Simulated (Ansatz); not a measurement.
Consider SiGe in the wurtzite structure (space group P6_3mc, No. 186; a = 3.9004 Å, c = 6.4434 Å; a model cell, its experimental status unchecked).

Modification: cell and atoms relaxed at a pressure of 9 GPa.

Levels (all Ansatz, an electronic-structure program, PAW, earlier PAW set): PBEsol (420 eV, scalar-relativistic without spin-orbit coupling); r2SCAN (500 eV, scalar-relativistic without spin-orbit coupling); HSE06 (420 eV, scalar-relativistic without spin-orbit coupling); PBEsol+SOC (420 eV, noncollinear with spin-orbit coupling).

At the geometry relaxed with PBEsol, these levels gave the following band gaps, in shuffled order: (a) 0.12 eV, (b) 0.80 eV, (c) 0.18 eV, (d) 0.50 eV.

**Question.** Match each gap to its level.

**Answer.** (a) PBEsol+SOC; (b) HSE06; (c) PBEsol; (d) r2SCAN.

Single points use the geometry relaxed with PBEsol. HSE06 was sampled on its mesh, a few special points and the semilocal edge points, so its gap is an upper bound. Differences between runs with and without spin-orbit coupling are approximate. Load acts through the strain it causes; cell and atoms are relaxed under it. Whether these cells are dynamically stable was not tested. Competing high-pressure phases were not computed. A zero or small gap of SiGe under pressure 9 GPa can be the functional's error rather than a property of the material.
